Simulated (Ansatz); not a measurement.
# Convergence study of the k-point mesh for HfSb₄Mo (Cm, 6 atoms in the cell)

```
CELL_PARAMETERS angstrom
      5.13331    -1.82428     0.00000
      5.13331     1.82428     0.00000
     -4.15957     0.00000     7.28913
ATOMIC_POSITIONS crystal
  Hf 0.15417 0.15417 0.19762
  Sb 0.85895 0.85895 0.47690
  Sb 0.15648 0.15648 0.54617
  Sb 0.39566 0.39566 0.09418
  Sb 0.59104 0.59104 0.88389
  Mo 0.84752 0.84752 0.80810
```

Method: PBEsol, default PAW files made with PBE (plane waves; Ansatz, an electronic-structure program).

Base settings: basis.ecutwfc = 420 eV; kpoints.mp_grid.grid = 5 5 2; hamiltonian.xc = pbesol; hamiltonian.pseudopotentials = {kind: paw} (the program's default PAW files); scf.occupations.method = gaussian; scf.occupations.width = 0.136 eV.

The second cell is the first with its lattice scaled by 0.98.

Only quantities that move along the ladder and can be compared are tabulated.

The count of work is k-points × plane waves × bands × iterations; it is no time. 

The starting cell comes from a database of computed structures (which also holds hypothetical and non-ambient phases and stackings), without a prior relaxation at this level. Its lattice was rescaled by up to half a per cent. One atom was moved a little off its site on purpose. Spin polarisation is off. Ansatz's pressure includes its estimate of the finite-basis (Pulay) stress.

```tsv
kpoints.mp_grid.grid	free energy less the last step's (meV/atom)	energy of the compressed cell less the first (meV/atom)	pressure (GPa)	largest difference of a force vector from the last step's (eV/Å)	count of work / last
2 2 1	34.07	8.57	-2.36	0.484	0.0043
3 3 1	-24.49	14.39	-1.72	0.375	0.0050
3 3 2	-4.69	17.83	-1.34	0.147	0.010
4 4 2	-1.19	18.98	-1.21	0.109	0.020
5 5 2	0.88	18.88	-1.23	0.061	0.026
5 5 3	0.92	18.71	-1.24	0.054	0.030
6 6 3	-0.46	18.65	-1.25	0.034	0.043
7 7 3	-0.15	18.59	-1.26	0.023	0.055
8 8 4	0.10	18.65	-1.25	0.007	0.13
9 9 5	0.15	18.67	-1.25	0.008	0.19
10 10 5	0.10	18.68	-1.25	0.007	0.23
11 11 6	0.04	18.66	-1.25	0.002	0.33
13 13 6	0.02	18.66	-1.25	0.001	0.45
14 14 7	0.01	18.65	-1.25	0.001	0.60
15 15 7	0.00	18.65	-1.25	0.001	0.68
17 17 8	0.00	18.66	-1.25	0.000	1.0
```

Coarsest kpoints.mp_grid.grid that holds the pressure within 0.2 GPa of the last step, with all finer ones: 3 3 2, at 0.010 of the last step's count of work; the step before is off by 0.47 GPa.

Coarsest kpoints.mp_grid.grid that holds the energy of the compressed cell less the first within 0.2 meV/atom of the last step, with all finer ones: 5 5 3, at 0.030 of the last step's count of work; the step before is off by 0.22 meV/atom.

Coarsest kpoints.mp_grid.grid that holds the forces within 0.01 eV/Å of the last step, with all finer ones: 8 8 4, at 0.13 of the last step's count of work; the step before is off by 0.023 eV/Å.

The energy difference between the two cells stays within 1 meV/atom of the last step's from 3 3 2 on, the total only from 5 5 2 on: much of the error is common to both cells and cancels.

Left out of this page: 1 run of the series stopped by limits of time or memory.

Keys are those of Ansatz 0.2.
